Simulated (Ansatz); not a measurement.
Sb under a change: Sb → Rh

Consider Sb in the A7 type structure (space group R-3m, No. 166; a = 4.2686 Å, c = 10.7170 Å (hexagonal axes)).

One thing is altered: every Sb is replaced by Rh; the structure is relaxed again.

Computed with Ansatz (a first-principles code) PBEsol-D3(BJ), no spin-orbit coupling, earlier PAW set. Γ-centred 19×19×19 mesh, Fermi–Dirac width 0.05 eV, for the changed cell.

| quantity | base | changed | shift |
|---|---|---|---|
| volume per atom | 28.19 Å³ | 15.21 Å³ | -12.98 Å³ |
| space group | R-3m (No. 166) | Pm-3m (No. 221) | – |
| shortest interatomic distance | 2.911 Å | 2.478 Å | -0.433 Å |
| band gap | zero | zero | – |

With Sb present, leaving out spin-orbit coupling can change the band edges. Stability against distortions was not tested. As relaxed here, Rh is a hypothetical phase, not in the database extracts checked. All final runs are without spin polarisation. Rh has a high density of states at the Fermi level and may be magnetic at this level.
